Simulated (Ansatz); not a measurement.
## HfS2: stress against strain

HfS2 (1T layered, P-3m1, 21.646 Å³/atom at rest, c along z) under an equal strain ε in the (0001) plane with the normal axis free, as in a coherent film. PBE-D3(BJ) in Ansatz, a plane-wave DFT program (PAW, default set), 420 eV, 11×11×6 Γ-centred mesh, Fermi-Dirac smearing 0.05 eV; ions are relaxed within the symmetry of each cell. Stress is positive for a compressed cell.

Here s stands for strain and y for stress xx.

| strain (%) | stress xx (GPa) |
|---|---|
| -3.00 | ? |
| -1.50 | 2.65 |
| -1.00 | 1.74 |
| -0.50 | 0.85 |
| 0.00 | 0.00 |
| 0.50 | -0.82 |
| 1.00 | -1.61 |
| 1.50 | -2.37 |

Task: Fit y against s with a straight line, and predict the withheld value at s = -3.00.

Result: Means: s 0, y 0.063. About the means, the sum of products is -11.715 and the sum of squares of s is 7.0000; the slope is their ratio. Least squares gives y = 0.063 - 1.6736·s. Residuals (row less fit): 0.077, 0.003, -0.050, -0.063, -0.046, 0.001, 0.077; standard error 0.064 (degrees of freedom: 5). The slope gives the biaxial elastic modulus of this plane = 167 ± 2 GPa. At the withheld row, y = 0.063 - 1.6736 × (-3.0) = 5.084 GPa. The calculation gives 5.63 GPa, 0.546 GPa above the prediction (6.8 % of the range of y in the table). The row lies outside the fitted rows, so this is an extrapolation. From the scatter of the fitted rows alone, a prediction at this place has a standard error of 0.100 GPa, so the miss is 5.5 times that.

One order more, fitted to all 13 runs of the series, follows each within 0.01, so the miss is the next term of a smooth law. Rows are the converged runs of the series near zero and its far end; series whose fitted rows scatter by over a few per cent of the range, as at a crossing or softening among them, aren't shown in this form. Most that stay on the fit to the last digits aren't either.
